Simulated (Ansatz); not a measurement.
Base system: Ga2O3 in the corundum structure (space group R-3c, No. 167; a = 5.058 Å, c = 13.623 Å (hexagonal axes)). Axes: x lies along a and z along c of the hexagonal cell.

Computed with Ansatz (a first-principles code) PBE, no SOC.

The change: an isotropic linear strain of −3.00 %; the atoms relax in the strained cell.

Q: Predict the stress tensor and what it implies for the stiffness.

A: Stress of the strained cell less that of the base (GPa, compression positive):
```
  23.46    0.00    0.00
   0.00   23.46    0.00
   0.00    0.00   20.63
```

Then B = −ΔP/(ΔV/V₀) with ΔV/V₀ = -0.0873 gives secant stiffness values (nonlinear terms included at this strain): B (at held cell shape, above the free-shape value) ≈ 258 GPa.

As a check, the harmonic strain energy −½ V₀ Δσ:ε is 64 meV/atom; the computed energy rise is 57 meV/atom.

Stability against distortions was not tested.
